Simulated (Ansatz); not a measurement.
The parent structure is KTaO₃ in the cubic perovskite structure (space group Pm-3m, No. 221; a = 3.9853 Å). Axes: x, y, z lie along the cube axes.

Level of theory: Ansatz (a quantum-chemistry and plane-wave program) PBEsol, spin-orbit coupling left out.

It is then changed as follows: the cell is compressed by 1.80 % along z with no lateral relaxation, atoms relaxed at fixed cell.

Q: How does this affect the stress and energy relative to the base?

A: The stress (xx, yy, zz, yz, xz, xy; compression positive) amounts to (1.46, 1.46, 8.99, 0.00, 0.00, 0.00) GPa; the energy grows by 6.2 meV/atom.

The cells carry an imposed strain or load. Whether these cells are dynamically stable was not tested.
